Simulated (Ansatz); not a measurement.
# How the band gap of NaF (model structure, from the wurtzite type, P6₃/mmc, No. 194) moves with the method

No measured value is used here.

```csv
level (code),value (eV)
LDA (Ansatz),5.33 (direct)
PBE (Ansatz),5.63 (direct)
PBEsol (Ansatz),5.57 (direct)
r²SCAN (Ansatz),6.27 (direct)
HSE06 (Ansatz),7.67 (direct)
PBE0 (Ansatz),8.45 (direct)
r²SCAN0 (Ansatz),8.83 (direct)
```

Computed values are for a static lattice.  HSE06, PBE0, r²SCAN0: the gap is read on the k mesh or supercell of the run alone and can be too large. Values are at the PBEsol cell. Cutoffs and k meshes differ between the levels. Ansatz's density-functional and Hartree–Fock values are scalar-relativistic unless marked +SOC, with PAW data made under PBE.

A model structure was made by putting elements into a prototype or built by hand; it is no filed structure, need not be a known phase, and can be a saddle point held by its symmetry.

Ansatz is a quantum-chemistry and plane-wave program.
